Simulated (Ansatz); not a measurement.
## O on the (0001) surface of wurtzite GaN (2x2 with 3 H on 4 top atoms; a constructed slab, bottom: 3 H on 4 bottom sites), one in a cell of 36 Å², started at the site 'hollow H'

Host crystal: wurtzite GaN, with a band gap (PBE, scalar-relativistic without spin-orbit coupling).

Level of theory: PBE (plane waves to 420 eV, PAW; Ansatz, a first-principles code).

Set-up: 47 atoms, 13.8 Å thick at the start with caps and adatoms under the adsorbate (thin: gaps and levels are the slab's own); mesh 4x4x1; 0.01 eV smearing; dipole correction on; 23 atoms held, the rest relaxed; no symmetry held; spin-polarised, no spin-orbit, no U, no dispersion correction. The starting moment vanished. At the end it is bonded to Ga. In PBE it is, or lies within 0.03 eV of, the lowest of the starts that converged.

```yaml
energy of the end state, in which the adsorbate took H from the surface, giving HO, against ½ O2(g): -2.77 eV
gap of the slab on its k-mesh: 1.88 eV
highest filled level below the top vacuum level: 7.02 eV
change of the step from the bottom to the top vacuum level, against the clean slab: 0.28 eV
energy released by relaxation: 5.26 eV
height of the binding atom over the mean of the host atoms within 0.3 Å of the top one: 0.173 Å
magnetic moment of the cell: 0.00 μB
largest move of a host atom: 0.94 Å
caution: the clean host was not checked against rearrangement in a larger or rattled cell
caution: the host itself rearranges in this cell, so the energy holds part of a reconstruction
note: in the relaxation the adsorbate left its starting site by 1.6 Å
```

A negative adsorption energy means that the adsorbate is more stable on the surface than in its reference.
